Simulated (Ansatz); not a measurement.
Consider Sc in the hcp (Mg type) structure (space group P6_3/mmc, No. 194; relaxed with 0.1 eV smearing).

```
CELL_PARAMETERS angstrom
      3.31800     0.00000     0.00000
     -1.65900     2.87347     0.00000
      0.00000     0.00000     5.18602
ATOMIC_POSITIONS crystal
  Sc 0.33333 0.66667 0.75000
  Sc 0.66667 0.33333 0.25000
```

Cartesian axes are those of the cell as printed.

Calculations: PBE (Ansatz, a quantum-chemistry and plane-wave program), no spin-orbit coupling, earlier PAW set.

The change: every lattice vector is stretched by 1.10 %, atoms relaxed at fixed cell.

Predict the stress tensor and what it implies for the stiffness.

Stress of the strained cell less that of the base (GPa, compression positive):
```
   -1.7     0.0     0.0
    0.0    -1.7     0.0
    0.0     0.0    -1.6
```

Then B = −ΔP/(ΔV/V₀) with ΔV/V₀ = 0.0334 gives secant stiffness values (nonlinear terms included at this strain): B (at held cell shape, above the free-shape value) ≈ 50 GPa.

As a check, the harmonic strain energy −½ V₀ Δσ:ε is 4.2 meV/atom; the computed energy rise is 4.4 meV/atom.

Whether these cells are dynamically stable was not tested. All final runs are without spin polarisation.
